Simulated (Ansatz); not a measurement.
# What pressure 1.8 GPa does to HfO2

The parent structure is HfO2 in the fluorite structure (space group Fm-3m, No. 225; a = 5.098 Å).

Perturbation: a hydrostatic pressure of 1.8 GPa.

Calculations: Kohn–Sham DFT with the PBE functional, run in Ansatz (a first-principles code) with PAW and 420 eV plane waves, spin-orbit coupling left out, earlier PAW set. Settings: 11×11×11 k-points, 0.05 eV Fermi–Dirac smearing.

The volume per atom shrinks by 0.08 Å³ (11.04 Å³ → 10.96 Å³) and the density goes up by 0.08 g/cm³, from 10.55 g/cm³ to 10.63 g/cm³. The lattice parameter a falls by 0.012 Å (5.098 Å → 5.086 Å) and the enthalpy H = E + PV relative to the base's energy comes out as +0.12 eV/atom. The band gap rises by 0.018 eV to 3.76 eV and the gap character stays direct at X. The width of the top valence band stays essentially unchanged (1.82 eV against 1.83 eV) and the electron mass stays 1.2 mₑ along k, 0.74 mₑ across (at X).

Cost of the whole job for the changed cell (relaxation, final SCF and bands): about 29 core-seconds (a rough figure).

With Hf present, leaving out spin-orbit coupling can change the band edges. Load acts through the strain it causes; cell and atoms are relaxed under it. Masses are band curvatures over ±0.01 Å⁻¹ around the edge. Along k means along the line from Γ to the band edge. No phonon test of stability was made. This is not the structure that HfO2 has at room temperature and ambient pressure.
